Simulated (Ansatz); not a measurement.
For Ge (model structure, started from the C4 type, I4₁32, No. 214, 4 atoms in the cell), PBE-D3(BJ) (Ansatz, a first-principles code, PAW) gives:

```
Property                               Value
------------------------------  ------------
equilibrium lattice constant a       6.844 Å
cohesive energy                 3.04 eV/atom
```

Q: What does r²SCAN+rVV10 (Ansatz, plane waves, PAW) give for the same quantities?

A: 
- lattice constant a: 6.748 Å (falls by 1.4 %)
- cohesive energy: 2.97 eV/atom (falls by 0.07 eV/atom)

Changes are worked out from the printed values.

Unless a cell is named, each level is at its own relaxed cell (PBE-D3(BJ) 40.07, r²SCAN+rVV10 38.40 Å³/atom).

Ansatz's density-functional and Hartree–Fock values are scalar-relativistic unless marked +SOC, with PAW data made under PBE.

A model structure was made by putting elements into a prototype or built by hand; it is no filed structure, need not be a known phase, and can be a saddle point held by its symmetry.
